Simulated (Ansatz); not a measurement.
Base system: HfO2 in the fluorite structure (space group Fm-3m, No. 225; a = 5.001 Å). Axes: x, y, z lie along the cube axes.

Computed with DFT with LDA, PAW potentials and a 420 eV plane-wave cutoff in Ansatz (a program for electronic structure), no spin-orbit coupling.

Modification: every lattice vector is stretched by 1.50 %; the atoms relax in the strained cell.

**Question.** Predict the stress tensor and what it implies for the stiffness.

**Answer.** Stress of the strained cell less that of the base (GPa, compression positive):
```
 -11.47    0.00    0.00
   0.00  -11.47    0.00
   0.00    0.00  -11.47
```

Then B = −ΔP/(ΔV/V₀) with ΔV/V₀ = 0.0457 gives secant stiffness values (nonlinear terms included at this strain): B ≈ 251 GPa.

As a check, the harmonic strain energy −½ V₀ Δσ:ε is 17 meV/atom; the computed energy rise is 18 meV/atom.

Stability against distortions was not tested. This is not the structure that HfO2 has at room temperature and ambient pressure.
